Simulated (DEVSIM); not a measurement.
System: InP p-i-n diode, at 400 K.

```
layer (left to right)  material  thickness (μm)  Nd (cm⁻³)  Na (cm⁻³)  τn (s)  τp (s)
---------------------  --------  --------------  ---------  ---------  ------  ------
1                           InP           0.820          -     3.1e17  1.1e-9  3.6e-8
2                           InP           0.370     1.5e13          -  3.6e-8  3.6e-8
3                           InP            3.20     2.2e17          -  3.6e-8  3.6e-8
```

Left contact: ohmic. Right contact: ohmic. Voltage is applied to the left contact. Recombination: SRH at mid-gap. Mobility is μmin + (μ − μmin)/(1 + (N/Nref)^α).

The device is made up for the run: typed textbook-type constants, with dimensions and the other settings drawn at random. Values at 300 K; Nc and Nv go as T^1.5, mobilities as T to minus their exponent, the gap by Varshni's rule with the affinity fixed.

| parameter | InP |
|---|---|
| gap (eV) | 1.344 |
| affinity (eV) | 4.38 |
| permittivity | 12.5 |
| Nc (cm⁻³) | 5.7e17 |
| Nv (cm⁻³) | 1.1e19 |
| μn (cm²/Vs) | 5200 |
| μp (cm²/Vs) | 170 |
| μn,min | 400 |
| μp,min | 10 |
| Nref,n | 3e17 |
| Nref,p | 4.9e17 |
| αn | 0.47 |
| αp | 0.62 |
| T exponent of μn | 2 |
| T exponent of μp | 2 |
| Varshni α (eV/K) | 0.000363 |
| Varshni β (K) | 162 |

Simulated with DEVSIM: 1D drift-diffusion, Boltzmann statistics, complete ionisation; no tunnelling, impact ionisation, image-force lowering or self-heating.

Question: Tabulate band edges, carrier densities and field at -10.0 V on the left contact.

Answer: Energies count from the Fermi level of the right contact; mesh points crowd at the junctions.

```
x (μm)   Ec (eV)  Ev (eV)  n (cm⁻³)  p (cm⁻³)  field (V/cm)
-------  -------  -------  --------  --------  ------------
0.000     11.173    9.862      1400    3.1e17           ≈ 0
0.03166   11.173    9.862      1400    3.1e17           ≈ 0
0.09773   11.173    9.862      1300    3.1e17           ≈ 0
0.2505    11.173    9.862       970    3.1e17           ≈ 0
0.6006    11.173    9.862       310    3.1e17           ≈ 0
0.7362    11.172    9.861     < 1e2    3.0e17         -1200
0.7967    10.889    9.577     < 1e2    8.0e13       -150000
0.8318    10.120    8.809      1600    480000       -250000
0.8754     9.018    7.707      3400    410000       -250000
0.9610     6.856    5.545      6800    310000       -250000
1.088      3.647    2.336     12000    160000       -250000
1.168      1.633    0.322     15000     57000       -250000
1.194      0.972   -0.340    530000     38000       -240000
1.232      0.297   -1.014    1.6e14     < 1e2       -120000
1.363      0.048   -1.264    2.2e17     < 1e2           ≈ 0
1.624      0.048   -1.264    2.2e17       300           ≈ 0
2.190      0.048   -1.264    2.2e17       730           ≈ 0
3.283      0.048   -1.264    2.2e17      1400           ≈ 0
4.032      0.048   -1.264    2.2e17      1800           ≈ 0
4.250      0.048   -1.264    2.2e17      2000           ≈ 0
4.344      0.048   -1.264    2.2e17      2000           ≈ 0
4.390      0.048   -1.264    2.2e17      2000           ≈ 0
```
